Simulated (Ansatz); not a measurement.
Consider the following.

```xyz
2
Lattice="2.8527 0.0000 0.0000 0.0000 2.8527 0.0000 1.4264 -1.4264 2.1191" Properties=species:S:1:pos:R:3 pbc="T T T"
Mg     0.0000     0.0000     0.0000
O      1.4264     1.4264     0.0000
```

No spin polarisation.

The values are results of LDA (Ansatz, an electronic-structure program; PAW; 420 eV plane waves; without spin-orbit coupling), not measurements. Γ-centred 14×14×14 mesh, Fermi–Dirac width 0.05 eV.

Question: What is the computed valence-band top at Γ (three highest levels, from the VBM)?

Answer: 0.00, -0.08, -0.08 eV.

Question: What is the computed band gap?

Answer: 5.40 eV.

Question: What is the computed pressure (mean of the normal stresses, compression positive)?

Answer: 8.87 GPa.

The cells carry an imposed strain or load. No phonon test of stability was made. The cell was made from MgO in the rock salt structure (space group Fm-3m, No. 225) by this change: biaxial strain −3.00 %, plane normal [001], relaxed out of plane.
